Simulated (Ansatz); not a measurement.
**GaN: energy against strain**

GaN (zinc blende, F-43m, 11.376 Å³/atom at rest, cube axes along x, y and z) under a strain ε along a cube axis (axis z), the other axes held. PBEsol in Ansatz, a plane-wave DFT program (PAW, default set), 420 eV, 13×13×13 Γ-centred mesh, Fermi-Dirac smearing 0.05 eV; ions are relaxed within the symmetry of each cell.

Here s stands for strain and y for E less E0.

| strain (%) | E less E0 (meV/atom) |
|---|---|
| -3.00 | ? |
| -1.50 | 2.19 |
| -1.00 | 0.96 |
| -0.50 | 0.24 |
| 0.00 | 0.00 |
| 0.50 | 0.24 |
| 1.00 | 0.97 |
| 1.50 | 2.15 |

Taking a parabola for y over the 7 complete rows: Least squares gives y = 0.000 - 0.0071·s + 0.9648·s². Residuals (row less fit): 0.009, -0.012, -0.005, 0.000, 0.002, 0.012, -0.010; standard error 0.011 (degrees of freedom: 4). Twice the quadratic coefficient over the volume, 2 × 0.9648 meV × 10⁴ × 0.1602 / 11.376 Å³, is the elastic constant C11 = 272 ± 1.4 GPa.

Task: What does the fit predict for y at s = -3.00, and how far is the calculated value from it?

Result: y = 0.000 - 0.0071 × (-3.0) + 0.9648 × (-3.0)² = 8.704 meV/atom. The calculation gives 8.80 meV/atom, 0.096 meV/atom above the prediction (1.1 % of the range of y in the table). The row lies outside the fitted rows, so this is an extrapolation. From the scatter of the fitted rows alone, a prediction at this place has a standard error of 0.043 meV/atom, so the miss is 2.2 times that.

One order more, fitted to all 13 runs of the series, follows each within 0.01, so the miss is the next term of a smooth law. GaN is here a metastable form; wurtzite is the usual one. Rows are the converged runs of the series near zero and its far end; series whose fitted rows scatter by over a few per cent of the range, as at a crossing or softening among them, aren't shown in this form. Most that stay on the fit to the last digits aren't either.
